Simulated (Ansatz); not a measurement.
The structure below was relaxed with PBEsol (Ansatz, an electronic-structure program; PAW; 420 eV plane waves; scalar-relativistic without spin-orbit coupling), earlier PAW set, at pressure 9 GPa.

Space group R-3c, hexagonal axes (No. 167); a = 4.7205 Å, b = 4.7205 Å, c = 12.8516 Å, α = 90.00°, β = 90.00°, γ = 120.00°

```
atom  site  symmetry       x       y       z
----  ----  --------  ------  ------  ------
Al     12c        3.  0.0000  0.0000  0.1480
O      18e        .2  0.3062  0.3062  0.2500
```

Write out a cell with all atoms.


```xyz
30
Lattice="4.7205 0.0000 0.0000 -2.3603 4.0881 0.0000 0.0000 0.0000 12.8516" Properties=species:S:1:pos:R:3 pbc="T T T"
Al     2.3603     1.3627     2.3820
Al     0.0000     2.7254     4.0439
Al     2.3603     1.3627     6.1858
Al     0.0000     0.0000     4.5239
O      1.4454     2.7254     5.3549
O     -0.7227     3.9772     5.3549
O     -0.7227     1.4736     5.3549
O      3.2751     0.0000     3.2129
O     -1.6376     2.8363     3.2129
O      0.7227     1.2518     3.2129
Al     0.0000     2.7254     6.6659
Al     0.0000     0.0000     8.3277
Al     0.0000     2.7254    10.4697
Al     2.3603     1.3627     8.8078
O      1.4454     0.0000     9.6387
O     -0.7227     1.2518     9.6387
O      1.6376     2.8363     9.6387
O      0.9148     1.3627     7.4968
O      3.0830     0.1109     7.4968
O      3.0830     2.6145     7.4968
Al     0.0000     0.0000    10.9497
Al     2.3603     1.3627    12.6116
Al     0.0000     0.0000     1.9019
Al     0.0000     2.7254     0.2400
O      3.8057     1.3627     1.0710
O      1.6376     2.6145     1.0710
O      1.6376     0.1109     1.0710
O     -1.4454     2.7254    11.7807
O      0.7227     1.4736    11.7807
O      0.7227     3.9772    11.7807
```
This is the conventional cell.

Load acts through the strain it causes; cell and atoms are relaxed under it. No phonon test of stability was made. Competing high-pressure phases were not computed. The cell was made from Al2O3 in the corundum structure (space group R-3c, No. 167) by this change: pressure 9 GPa.
